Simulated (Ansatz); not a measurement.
**MoS2 under a change: biaxial strain −0.77 %, plane normal [001], relaxed out of plane**

Start from MoS₂ in the 2H-MoS2 type structure (space group P6_3/mmc, No. 194; a = 3.149 Å, c = 12.090 Å; layered, stacked along the Cartesian z axis). Axes: x lies along a and z along c of the hexagonal cell.

Now apply this change: biaxial strain −0.77 %, plane normal [001], relaxed out of plane (Cartesian); in-plane vectors clamped, the third vector and the atoms free.

All numbers come from Ansatz (an electronic-structure program) PBE-D3(BJ), no spin-orbit coupling. Γ-centred 12×12×3 mesh, Fermi–Dirac width 0.05 eV.

```tsv
quantity	base	changed	shift
volume per atom	17.31 Å³	17.09 Å³	-0.22 Å³
space group	P6_3/mmc (No. 194)	P6_3/mmc (No. 194)	–
shortest interatomic distance	2.400 Å	2.394 Å	-0.0051 Å
pressure (mean of the normal stresses, compression positive)	-0.01 GPa	1.49 GPa	+1.494 GPa
band gap	0.78 eV	0.79 eV	+0.017 eV
gap character	indirect, Γ → K–Γ (44 % along)	indirect, Γ → K–Γ (44 % along)	–
width of the top valence band	1.69 eV	1.67 eV	-0.02 eV
valence-band top at Γ (three highest levels, from the VBM)	0.00, -1.11, -1.28 eV	0.00, -1.13, -1.34 eV	–
out-of-plane strain	–	+0.25 %	–
mean in-plane stress (compression positive)	–	+2.2 GPa	–
```

No phonon test of stability was made.
